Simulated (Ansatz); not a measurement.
We look at the energy of configuration A over configuration B. The value is E(A) − E(B).

Cell A: a supercell of 8 sites of C (diamond, Fd-3m) with two times H off the lattice sites (1 H at 0.66 Å); the closest two of these centres are 0.7 Å apart; spin state with PBE: run without spin, k-point mesh 8×8×8.
```xyz
10
Lattice="3.5570 0.0000 0.0000 0.0000 3.5570 0.0000 0.0000 0.0000 3.5570" Properties=species:S:1:pos:R:3 pbc="T T T"
C      0.0252     0.0252     0.0252
C      0.9015     0.9015     0.9015
C      0.0268     1.7709     1.7709
C      0.8870     2.6781     2.6781
C      1.7709     0.0268     1.7709
C      2.6781     0.8870     2.6781
C      1.7709     1.7709     0.0268
C      2.6781     2.6781     0.8870
H      2.8255     2.8255     2.8255
H      2.4424     2.4424     2.4424
```

Cell B: a supercell of 8 sites of C (diamond, Fd-3m) with two times H off the lattice sites (1 H at 0.66 Å); the closest two of these centres are 0.7 Å apart; spin state with PBE: run without spin, k-point mesh 8×8×8.
```xyz
10
Lattice="3.5570 0.0000 0.0000 0.0000 3.5570 0.0000 0.0000 0.0000 3.5570" Properties=species:S:1:pos:R:3 pbc="T T T"
C      0.0100     0.0202     0.0202
C      0.8892     0.8892     0.8892
C      0.0100     1.7582     1.7582
C      0.8892     2.6677     2.6677
C      1.7685     0.0202     1.7582
C      2.6677     0.8892     2.6677
C      1.7685     1.7582     0.0202
C      2.6677     2.6677     0.8892
H      2.9970     2.6677     2.6677
H      2.3385     2.6677     2.6677
```

Computed with Ansatz (plane waves, PAW), its PAW set soft_1, cutoff 420 eV, 500 eV for r2SCAN. The structures are at rest with PBE+D3(BJ), within the held lattices; other levels are single points on them. HSE06 runs on coarser k-point meshes, mended by the PBE difference between the two meshes. Neutral cells; Fermi-Dirac smearing of at most 0.05 eV in the solids, energies taken to zero width. The lattices are those relaxed with PBE+D3(BJ), so at other levels the solids can be strained, which adds to the spread. A dispersion term (D3(BJ), or D4 for r2SCAN) was computed beside these levels and is taken off wherever the name lacks it. Static lattices, no vibrational contributions. Cells are local rest points, mostly with their start's symmetry. Values are for these cell sizes. Cell A has symmetry R3m and got no random move, so less symmetric positions, which may lie lower, weren't tried. Cell B has symmetry P-42m and got no random move, so less symmetric positions, which may lie lower, weren't tried.

**Question.** What is the computed value (r2SCAN+D4)?

**Answer.** -0.03 eV for A less B, too close to call.

**Question.** What do the other levels give, and how wide is the spread?

**Answer.** 
| Level | value (eV) | less r2SCAN+D4 |
|---|---|---|
| PBE | -0.04 | -0.01 |
| PBE+D3(BJ) | -0.04 | -0.01 |
| r2SCAN | -0.03 | 0.00 |
| HSE06 | -0.04 | -0.01 |

The levels span only 0.01 eV, too little to tell them apart.

Ansatz is an electronic-structure program.
